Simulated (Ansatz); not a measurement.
Cells marked so need not be the phases stable at ambient conditions, and some may be hypothetical.

 Where the default PAW files enter, the runs use the earlier of Ansatz's two default sets.

The gap is the functional's own. No spin-orbit coupling. Mid-gap values are interpolated on the energy grid.

A. CuCl (R3m, not sure to be the ambient phase, 2 atoms a cell, 19.2 Å³ an atom, -2 GPa at this level), along the normal of (001)
B. WO₃ (P-42_1m, not sure to be the ambient phase, 16 atoms a cell, 14.0 Å³ an atom, -2 GPa at this level), along the normal of (110)
C. LiBr (Fm-3m, rock salt, 2 atoms a cell, 20.2 Å³ an atom), along the normal of (111)
D. TiZnO₃ (R-3, not sure to be the ambient phase, 10 atoms a cell, 10.7 Å³ an atom, -8 GPa at this level), along the normal of (001)
E. SrClF (P4/nmm, not sure to be the ambient phase, 6 atoms a cell, 19.8 Å³ an atom, -2 GPa at this level), along the normal of (001)

Order them by mid-gap decay constant of the slowest evanescent state (lowest first) at the level PBEsol (Ansatz, an electronic-structure program).

A (0.09 1/Å), B (0.16 1/Å), C (0.31 1/Å), D (0.35 1/Å), E (0.41 1/Å)
